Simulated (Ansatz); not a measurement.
Worked example: self-consistent single point of CuZn (Pm-3m, 2 atoms in the cell) in Ansatz (a first-principles code).

Computed with PBE, PAW files (plane waves; Ansatz).

```yaml
crystal:
  lattice:
    - [2.90280, 0.00000, 0.00000]
    - [0.00000, 2.90280, 0.00000]
    - [0.00000, 0.00000, 2.90280]
  atoms:
    - { symbol: Zn, position: [0.50000, 0.50000, 0.50000] }
    - { symbol: Cu, position: [0.00000, 0.00000, 0.00000] }
```

Reference input (self-consistent single point, DFT, PBE, plane waves, PAW files): basis.ecutwfc = 420 eV; kpoints.mp_grid.grid = 11 11 11; hamiltonian.xc = pbe; hamiltonian.pseudopotentials = {kind: paw} (the program's default PAW files); scf.occupations.method = methfessel_paxton; scf.occupations.width = 0.136 eV. This run's input differs from it in these lines:

Ansatz 0.2 input:
```diff
@@ -9,3 +9,3 @@
 basis:
-  ecutwfc: 420.0 eV
+  ecutwfc: 735.0 eV
 kpoints:
```

Output, abridged:

```
SCF iter   1: F=—  HF=-9946.291684 eV  |F-HF|=—  |Δ(HF+E_count)|=         —  Δρ=2.92e-1  dr2=1.37e1  ethr=3.10e-3  ⟨swp⟩=5.1  Hψ=5600  notcnv=0
all-band conjugate gradients solve this SCF's bands
preconditioner: auto → none
SCF iter   2: F=—  HF=-9944.533220 eV  |F-HF|=—  |Δ(HF+E_count)|=    1.76e0  S|Δr|=    0.00e0  Δρ=7.31e-2  dr2=1.06e0  ethr=3.10e-3  ⟨swp⟩=3.0  Hψ=2663  notcnv=0  defer=22
   [... lines left out ...]
SCF iter   7: F=—  HF=-9944.369891 eV  |F-HF|=—  |Δ(HF+E_count)|=   5.01e-5  S|Δr|=    0.00e0  Δρ=2.47e-4  dr2=1.08e-5  ethr=9.56e-7  ⟨swp⟩=1.8  Hψ=1158  notcnv=0  defer=26
SCF iter   8: F=—  HF=-9944.369906 eV  |F-HF|=—  |Δ(HF+E_count)|=   1.49e-5  S|Δr|=    0.00e0  Δρ=3.92e-5  dr2=2.71e-7  ethr=3.49e-8  ⟨swp⟩=2.0  Hψ=1273  notcnv=0  defer=26
SCF iter   9: F=-9944.369906 eV  HF=-9944.369906 eV  |F-HF|=1.51e-10  |Δ(HF+E_count)|=   3.02e-8  S|Δr|=    0.00e0  Δρ=1.20e-6  dr2=1.81e-10  ethr=3.23e-10  ⟨swp⟩=7.6  Hψ=5085  notcnv=0
SCF 1 converged in 9 iterations: F = -9944.369906 eV  dr2 = 1.81e-10
Stability not checked (fill_not_monotonic)
Free energy (F): -9944.369906 eV
Internal energy: -9944.369982 eV  (E = F + TS)
E sigma→0 (E₀):  -9944.369925 eV
Entropy (-TS):   0.000076 eV (0.038 meV/atom)
Fermi energy:    15.016432 eV
--- Forces (eV/Å), atoms counted from 1 ---
  atom   1  Zn     0.00000000    -0.00000000    -0.00000000
  atom   2  Cu    -0.00000000    -0.00000000    -0.00000000
--- Stress (GPa, compression-positive) ---
        8.082217       0.000000       0.000000
        0.000000       8.082217       0.000000
        0.000000      -0.000000       8.082217
  P = ⅓ Tr σ = 8.0822 GPa (80.822 kbar)
  The stress holds the Pulay correction. Without it, at fixed plane waves, as pw.x and ABINIT print it: P = 8.0785 GPa
```

The run converged in 9 iterations. Against the reference run the free energy falls by 3.5 meV/atom and the pressure moves little (8.11 to 8.08 GPa).

The starting cell has typed, rounded lattice constants, without a prior relaxation at this level. Its lattice was rescaled by a random factor within 2.5 % of one. Spin polarisation is off. Ansatz's pressure includes its estimate of the finite-basis (Pulay) stress.
